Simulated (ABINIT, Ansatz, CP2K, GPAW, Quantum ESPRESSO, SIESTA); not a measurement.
Code comparison for SrAg₅ (P6/mmm, 6 atoms in the cell)

Self-consistent single point.

```xyz
6
Lattice="5.7104 0.0000 0.0000 -2.8552 4.9454 0.0000 0.0000 0.0000 4.6049" Properties=species:S:1:pos:R:3 pbc="T T T"
Sr     0.0000     0.0000     0.0000
Ag     2.8552     1.6485     0.0000
Ag     0.0000     3.2969     0.0000
Ag     2.8552     0.0000     2.3024
Ag     1.4276     2.4727     2.3024
Ag    -1.4276     2.4727     2.3024
```

All programs got the same cell, k-point mesh and kind of occupations (in Ansatz's words: kpoints.mp_grid.grid = 5 5 5; scf.occupations.method = fermi_dirac; scf.occupations.width = 0.0037 Ry); potentials, basis and cutoffs are each program's usual ones.

| code | model | pressure (GPa) | k-points | cutoff |
|---|---|---|---|---|
| Quantum ESPRESSO | PBEsol, PSlibrary PAW (PBE) pseudopotentials | -3.60 | 15 | 50 Ry |
| SIESTA | GGA PBEsol, numerical atomic orbitals DZP, PseudoDojo PBEsol standard norm-conserving potentials (rewritten from UPF to PSML) | -2.82 | 63 | grid 350 Ry |
| CP2K | PBEsol, GPW, DZVP-MOLOPT-SR-GTH basis, GTH-PBE potentials (GTH_POTENTIALS) | -1.24 | 63 | grid 500 Ry |
| ABINIT | PBEsol, norm-conserving pseudopotentials (PseudoDojo nc-sr-04 PBEsol standard) | -2.67 | 15 | 1116 eV |
| Ansatz | PBEsol, PAW files made with PBE | -2.57 | 15 | default |
| GPAW | PBEsol, GPAW PAW datasets PBEsol (made by gpaw-setup) | -2.51 | 15 | 550 eV |

The spread over the programs that give each value: pressure within 2.36 GPa.

The starting cell comes from a database of computed structures (which also holds hypothetical and non-ambient phases and stackings), without a prior relaxation at this level.

Q: Why do the programs differ, and what cannot be compared?

A: Differences of this kind can come from the potentials, where these differ, and from what each basis and cutoff leave unconverged. The valence holds different numbers of electrons (Quantum ESPRESSO 65, SIESTA 105, CP2K 65, ABINIT 105, Ansatz (a program for electronic structure) 105, GPAW 95). The zero of total energies and Fermi levels follows the potentials and each program's conventions, so they are not compared here. SIESTA and CP2K use small atom-centred bases, whose incompleteness enters pressures, forces and empty levels differently from a plane-wave cutoff. Ansatz's pressure is given at a fixed set of plane waves, as the other plane-wave codes print theirs; with its correction for the finite basis it is -2.52 GPa. Ansatz's smearing width was typed in Ry to four decimals, so it matches the others to a few per cent. The programs reduce the same mesh by symmetry to different extents, which changes the work and not the result. In the pressure, CP2K (by 1.38) lies more than 1 GPa from the median of the plane-wave programs.

Left out of this page: FLEUR (not drawn, or without a comparable value).

Keys are those of Ansatz 0.2.
